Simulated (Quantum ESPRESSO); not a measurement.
A self-consistent single point of Hf₃Au (Pm-3m, 4 atoms in the cell) with Quantum ESPRESSO.

Computed with LDA (PZ), GBRV 1.5 ultrasoft (LDA) pseudopotentials (plane waves; Quantum ESPRESSO).

```
Hf3Au
1.0
    4.35065     0.00000     0.00000
    0.00000     4.35065     0.00000
    0.00000     0.00000     4.35065
Hf Au
3 1
Direct
  0.50000   0.00000   0.00000
  0.00000   0.50000   0.00000
  0.00000   0.00000   0.50000
  0.50000   0.50000   0.50000
```

Reference input (self-consistent single point, DFT, LDA (PZ), plane waves, GBRV 1.5 ultrasoft (LDA) pseudopotentials): ecutwfc = 40 Ry; ecutrho = 320 Ry; occupations = smearing; smearing = mp; degauss = 0.0073499 Ry; potentials = {Hf: hf_lda_v1.uspp.F.UPF, Au: au_lda_v1.uspp.F.UPF}; K_POINTS = automatic 6 6 6 0 0 0; conv_thr = 1e-10 Ry. This run's input differs from it in these lines:

```diff
@@ -31,3 +31,3 @@
 K_POINTS {automatic}
-6 6 6  0 0 0
+7 7 7  0 0 0
```

Output (repeated stretches shortened):

```
     Self-consistent Calculation

     iteration #  1     ecut=    40.00 Ry     beta= 0.70

     negative rho (up, down):  3.299E-01 0.000E+00

     total energy              =    -578.97624764 Ry
     estimated scf accuracy    <      19.75597867 Ry

     iteration #  2     ecut=    40.00 Ry     beta= 0.70

     negative rho (up, down):  3.328E-01 0.000E+00

     total energy              =    -576.43307632 Ry
     estimated scf accuracy    <      98.68228208 Ry

     iteration #  3     ecut=    40.00 Ry     beta= 0.70

     negative rho (up, down):  3.405E-01 0.000E+00

     total energy              =    -590.60721145 Ry
     estimated scf accuracy    <       0.31836791 Ry

   [... 7 blocks of this kind left out ...]

     iteration # 11     ecut=    40.00 Ry     beta= 0.70

     negative rho (up, down):  3.417E-01 0.000E+00

     total energy              =    -590.71066605 Ry
     estimated scf accuracy    <          1.2E-09 Ry

     iteration # 12     ecut=    40.00 Ry     beta= 0.70

     negative rho (up, down):  3.417E-01 0.000E+00
     End of self-consistent calculation

     the Fermi energy is    14.7473 ev

!    total energy              =    -590.71066605 Ry
     estimated scf accuracy    <          2.3E-11 Ry
     smearing contrib. (-TS)   =      -0.00015178 Ry
     internal energy E=F+TS    =    -590.71051427 Ry

     convergence has been achieved in  12 iterations

     negative rho (up, down):  3.417E-01 0.000E+00

     Forces acting on atoms (cartesian axes, Ry/au):

     atom    1 type  1   force =     0.00000000    0.00000000    0.00000000
   [... zero for the other atoms too ...]

     Total force =     0.000000     Total SCF correction =     0.000000

     negative rho (up, down):  3.417E-01 0.000E+00
          total   stress  (Ry/bohr**3)                   (kbar)     P=     -100.62
  -0.00068400   0.00000000   0.00000000         -100.62        0.00        0.00
   0.00000000  -0.00068400   0.00000000            0.00     -100.62        0.00
   0.00000000   0.00000000  -0.00068400            0.00        0.00     -100.62

   JOB DONE.
```

The run converged in 12 iterations. Against the reference run the free energy goes up by 3.2 meV/atom and the pressure goes from -9.89 to -10.06 GPa. The full log also holds: “c_bands:  1 eigenvalues not converged”.

The starting cell comes from a database of computed structures (which also holds hypothetical and non-ambient phases and stackings), without a prior relaxation at this level. Spin-orbit coupling is off. With a pressure of about -10 GPa the cell is away from its equilibrium volume at this level.

Cost on one core of a shared machine: roughly 60 s.
